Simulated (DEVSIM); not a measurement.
System: Al/SiO2/n-Ge capacitor, at 300 K.

```csv
layer (left to right),material,thickness (nm),Nd (cm⁻³)
1,SiO2,37.0,-
2,Ge,1200,2.5e17
```

Metal gate on the left, work function 4.1 eV. Fixed charge at the semiconductor interface -1e11 cm⁻² (in units of +e); interface traps 1.6e11 cm⁻² eV⁻¹, uniform in energy, neutral level at 0.5 of the gap above the valence band.

Constants are typed, rounded textbook-type inputs, not results; the design itself was drawn at random and stands for no fabricated device. Values at 300 K.

| parameter | SiO2 | Ge |
|---|---|---|
| gap (eV) | 9 | 0.664 |
| affinity (eV) | 0.9 | 4 |
| permittivity | 3.9 | 16 |
| Nc (cm⁻³) | - | 1.04e19 |
| Nv (cm⁻³) | - | 6e18 |

Simulated with DEVSIM: 1D Poisson equation in equilibrium, Boltzmann statistics, complete ionisation; no quantum confinement or tunnelling. Metal contacts follow the ideal Schottky-Mott rule: no Fermi-level pinning, no interface dipoles.

Problem. Tabulate band edges, carrier densities and field at 2.4 V on the gate.

Solution. Energies count from the Fermi level of the right contact; mesh points crowd at the junctions.

```json
[
 {"x (μm)": "0.000", "Ec (eV)": "0.800", "Ev (eV)": "-8.200", "n (cm⁻³)": "< 1e2", "p (cm⁻³)": "< 1e2", "field (V/cm)": "630000"},
 {"x (μm)": "0.001417", "Ec (eV)": "0.889", "Ev (eV)": "-8.111", "n (cm⁻³)": "< 1e2", "p (cm⁻³)": "< 1e2", "field (V/cm)": "630000"},
 {"x (μm)": "0.004273", "Ec (eV)": "1.068", "Ev (eV)": "-7.932", "n (cm⁻³)": "< 1e2", "p (cm⁻³)": "< 1e2", "field (V/cm)": "630000"},
 {"x (μm)": "0.01057", "Ec (eV)": "1.464", "Ev (eV)": "-7.536", "n (cm⁻³)": "< 1e2", "p (cm⁻³)": "< 1e2", "field (V/cm)": "630000"},
 {"x (μm)": "0.02598", "Ec (eV)": "2.432", "Ev (eV)": "-6.568", "n (cm⁻³)": "< 1e2", "p (cm⁻³)": "< 1e2", "field (V/cm)": "630000"},
 {"x (μm)": "0.03252", "Ec (eV)": "2.842", "Ev (eV)": "-6.158", "n (cm⁻³)": "< 1e2", "p (cm⁻³)": "< 1e2", "field (V/cm)": "630000"},
 {"x (μm)": "0.03548", "Ec (eV)": "3.029", "Ev (eV)": "-5.971", "n (cm⁻³)": "< 1e2", "p (cm⁻³)": "< 1e2", "field (V/cm)": "630000"},
 {"x (μm)": "0.03726", "Ec (eV)": "0.027", "Ev (eV)": "-0.637", "n (cm⁻³)": "3.6e18", "p (cm⁻³)": "1.2e8", "field (V/cm)": "130000"},
 {"x (μm)": "0.03905", "Ec (eV)": "0.045", "Ev (eV)": "-0.619", "n (cm⁻³)": "1.8e18", "p (cm⁻³)": "2.4e8", "field (V/cm)": "79000"},
 {"x (μm)": "0.04282", "Ec (eV)": "0.066", "Ev (eV)": "-0.598", "n (cm⁻³)": "8.0e17", "p (cm⁻³)": "5.4e8", "field (V/cm)": "39000"},
 {"x (μm)": "0.05157", "Ec (eV)": "0.086", "Ev (eV)": "-0.578", "n (cm⁻³)": "3.8e17", "p (cm⁻³)": "1.2e9", "field (V/cm)": "12000"},
 {"x (μm)": "0.08229", "Ec (eV)": "0.096", "Ev (eV)": "-0.568", "n (cm⁻³)": "2.5e17", "p (cm⁻³)": "1.7e9", "field (V/cm)": "420"},
 {"x (μm)": "0.1405", "Ec (eV)": "0.096", "Ev (eV)": "-0.568", "n (cm⁻³)": "2.5e17", "p (cm⁻³)": "1.7e9", "field (V/cm)": "≈ 0"},
 {"x (μm)": "0.2637", "Ec (eV)": "0.096", "Ev (eV)": "-0.568", "n (cm⁻³)": "2.5e17", "p (cm⁻³)": "1.7e9", "field (V/cm)": "≈ 0"},
 {"x (μm)": "0.6950", "Ec (eV)": "0.096", "Ev (eV)": "-0.568", "n (cm⁻³)": "2.5e17", "p (cm⁻³)": "1.7e9", "field (V/cm)": "≈ 0"},
 {"x (μm)": "0.9970", "Ec (eV)": "0.096", "Ev (eV)": "-0.568", "n (cm⁻³)": "2.5e17", "p (cm⁻³)": "1.7e9", "field (V/cm)": "≈ 0"},
 {"x (μm)": "1.127", "Ec (eV)": "0.096", "Ev (eV)": "-0.568", "n (cm⁻³)": "2.5e17", "p (cm⁻³)": "1.7e9", "field (V/cm)": "≈ 0"},
 {"x (μm)": "1.189", "Ec (eV)": "0.096", "Ev (eV)": "-0.568", "n (cm⁻³)": "2.5e17", "p (cm⁻³)": "1.7e9", "field (V/cm)": "≈ 0"},
 {"x (μm)": "1.222", "Ec (eV)": "0.096", "Ev (eV)": "-0.568", "n (cm⁻³)": "2.5e17", "p (cm⁻³)": "1.7e9", "field (V/cm)": "≈ 0"},
 {"x (μm)": "1.231", "Ec (eV)": "0.096", "Ev (eV)": "-0.568", "n (cm⁻³)": "2.5e17", "p (cm⁻³)": "1.7e9", "field (V/cm)": "≈ 0"},
 {"x (μm)": "1.235", "Ec (eV)": "0.096", "Ev (eV)": "-0.568", "n (cm⁻³)": "2.5e17", "p (cm⁻³)": "1.7e9", "field (V/cm)": "≈ 0"},
 {"x (μm)": "1.237", "Ec (eV)": "0.096", "Ev (eV)": "-0.568", "n (cm⁻³)": "2.5e17", "p (cm⁻³)": "1.7e9", "field (V/cm)": "≈ 0"}
]
```
